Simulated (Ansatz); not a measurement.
Input and output of a self-consistent single point for PdPt3 (I4mm, 4 atoms in the cell) (Ansatz, a program for electronic structure).

Method of the run: PBEsol, harder PAW files (source: ansatz) made with PBE (plane waves; Ansatz).

The change in words: lattice scaled by 0.98; basis.ecutwfc: 420 eV → 900 eV; hamiltonian.pseudopotentials: {kind: paw} (the program's default PAW files) → {kind: paw, source: ansatz}. Reference geometry:
```
PdPt3
1.0
   -1.97785     1.97785     3.92748
    1.97785    -1.97785     3.92748
    1.97785     1.97785    -3.92748
Pd Pt
1 3
Direct
  0.00636   0.00636   0.00000
  0.75000   0.25000   0.50000
  0.25000   0.75000   0.50000
  0.50000   0.50000   0.00000
```
Moments meant for the start (each program seeds them in its own way; μB, in the order of the atoms Pd Pt Pt Pt): 0.0 1.0 1.0 1.0.

Reference input (self-consistent single point, DFT, PBEsol, plane waves, default PAW files made with PBE): basis.ecutwfc = 420 eV; kpoints.mp_grid.grid = 6 6 6; hamiltonian.xc = pbesol; hamiltonian.pseudopotentials = {kind: paw} (the program's default PAW files); magnetization.spin_polarized = true; scf.occupations.method = fermi_dirac; scf.occupations.width = 0.1 eV. This run's input differs from it in these lines:

Ansatz 0.2 input:
```diff
@@ -2,5 +2,5 @@
   lattice:
-    - [-1.977851, 1.977851, 3.927482]
-    - [1.977851, -1.977851, 3.927482]
-    - [1.977851, 1.977851, -3.927482]
+    - [-1.938294, 1.938294, 3.848932]
+    - [1.938294, -1.938294, 3.848932]
+    - [1.938294, 1.938294, -3.848932]
   atoms:
@@ -11,3 +11,3 @@
 basis:
-  ecutwfc: 420.0 eV
+  ecutwfc: 900.0 eV
 kpoints:
@@ -16,3 +16,3 @@
   xc: pbesol
-  pseudopotentials: { kind: paw }
+  pseudopotentials: { kind: paw, source: ansatz }
 magnetization:
```

Output (repeated stretches shortened):

```
SCF iter   1: F=—  HF=-44148.410083 eV  |F-HF|=—  |Δ(HF+E_count)|=         —  Δρ=1.06e-1 (↑1.02e-1 ↓1.06e-1)  dr2=3.20e1  dr2_m=8.26e-1  M=0.347 μB ∫|m|=0.348 μB  β_m=0.30  ethr=3.10e-3  ⟨swp⟩=6.0  Hψ=8749  notcnv=0  defer=18
Mixer restart at iter 1: flushing history
all-band conjugate gradients solve this SCF's bands
preconditioner: auto → Kerker (q_TF=auto, 2.830 Å⁻¹)
   [... lines left out ...]
SCF iter  11: F=—  HF=-44144.334667 eV  |F-HF|=—  |Δ(HF+E_count)|=   4.75e-9  Δρ=2.19e-6 (↑1.65e-6 ↓2.19e-6)  dr2=1.09e-8  dr2_m=1.78e-10  M=0.000 μB ∫|m|=0.000 μB  β_m=1.00  ethr=2.56e-11  ⟨swp⟩=2.6  Hψ=4869  notcnv=0  defer=110
SCF iter  12: F=-44144.334667 eV  HF=-44144.334667 eV  |F-HF|=1.98e-9  |Δ(HF+E_count)|=   1.09e-9  Δρ=8.57e-7 (↑8.30e-7 ↓8.57e-7)  dr2=2.29e-9  dr2_m=1.42e-12  M=0.000 μB ∫|m|=0.000 μB  ethr=1.51e-11  ⟨swp⟩=8.0  Hψ=8868  notcnv=0
SCF 1 converged in 12 iterations: F = -44144.334667 eV  dr2 = 2.29e-9
WARN: the starting moments were not kept: the SCF closed with an absolute magnetisation of 5.4e-6 μB, where they sum to 3 μB in size (3 sites) …
Magnetization: 0.0000 μB (36.0000 up, 36.0000 down)
   [... lines left out ...]
Absolute magnetization: 0.0000 μB (∫|ρ↑−ρ↓|, with the PAW one-centre terms)
Free energy (F): -44144.334667 eV
Fermi energy:    23.365102 eV
   [... lines left out ...]
  atom   4  Pt     0.00000000     0.00000000    -0.08105161
--- Stress (GPa, compression-positive) ---
        8.700562       0.000000       0.000000
        0.000000       8.700562      -0.000000
        0.000000       0.000000       9.379952
  P = ⅓ Tr σ = 8.9270 GPa (89.270 kbar)
  The stress holds the Pulay correction. Without it, at fixed plane waves, as pw.x and ABINIT print it: P = 8.9113 GPa
```

The run converged in 12 iterations. Against the reference run the pressure goes from -7.28 to 8.93 GPa and the largest force goes from 0.444 to 0.598 eV/Å.

The starting cell comes from a database of computed structures (which also holds hypothetical and non-ambient phases and stackings), without a prior relaxation at this level. Its lattice was rescaled by up to half a per cent. One atom was moved a little off its site on purpose. For this run, on top of that: lattice scaled by 0.98. The starting moments vanished: the run ended non-magnetic. The program warned that a starting moment was not kept. Ansatz's pressure includes its estimate of the finite-basis (Pulay) stress.
